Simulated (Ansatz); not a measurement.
A computed series for HfO2: pressure series

The parent structure is HfO₂ (space group Pca2_1, No. 29).

```
CELL_PARAMETERS angstrom
      5.24666     0.00000     0.00000
      0.00000     5.03039     0.00000
      0.00000     0.00000     5.05948
ATOMIC_POSITIONS crystal
  Hf 0.03251 0.26703 0.24859
  Hf 0.96749 0.73297 0.74859
  Hf 0.53251 0.73297 0.24859
  Hf 0.46749 0.26703 0.74859
  O  0.36704 0.07000 0.10889
  O  0.63296 0.93000 0.60889
  O  0.86704 0.93000 0.10889
  O  0.13296 0.07000 0.60889
  O  0.23215 0.53889 0.99852
  O  0.76785 0.46111 0.49852
  O  0.73215 0.46111 0.99852
  O  0.26785 0.53889 0.49852
```

Cell and atoms are relaxed at each pressure.

All numbers come from r2SCAN, PAW, 500 eV (Ansatz, an electronic-structure program; spin-orbit coupling left out).

Computed cases, in order: pressure −2 GPa; pressure −1 GPa; 0 GPa (base); pressure 1.8 GPa; pressure 4.2 GPa; pressure 18 GPa; pressure 30 GPa; pressure 45 GPa; pressure 60 GPa.

Question: Between which two neighbouring cases does the gap turn between direct and indirect?

Answer: Between pressure 18 GPa (5.23 eV, indirect, Γ → Y) and pressure 30 GPa (5.24 eV, direct at Y). The whole series: pressure −2 GPa: 4.95 eV, indirect, Γ → k = (0.200, 0.400, 0.400) in the run's primitive reciprocal basis; pressure −1 GPa: 4.96 eV, indirect, Γ → k = (0.200, 0.400, 0.400) in the run's primitive reciprocal basis; 0 GPa (base): 4.97 eV, indirect, Γ → k = (0.200, 0.400, 0.400) in the run's primitive reciprocal basis; pressure 1.8 GPa: 4.99 eV, indirect, Γ → k = (0.200, 0.400, 0.400) in the run's primitive reciprocal basis; pressure 4.2 GPa: 5.02 eV, indirect, Γ → k = (0.200, 0.400, 0.400) in the run's primitive reciprocal basis; pressure 18 GPa: 5.23 eV, indirect, Γ → Y; pressure 30 GPa: 5.24 eV, direct at Y; pressure 45 GPa: 4.18 eV, direct at X; pressure 60 GPa: 3.98 eV, direct at X.

Spin-orbit coupling, missing from the scalar runs, can matter with Hf. Load acts through the strain it causes; cell and atoms are relaxed under it. No phonon test of stability was made. Competing high-pressure phases were not computed. Along this pressure series the structure jumps between pressure 30 GPa and pressure 45 GPa; cells beyond that are another form of it. This is not the structure that HfO2 has at room temperature and ambient pressure. Labels are those of the standard path for the cell's own space group.
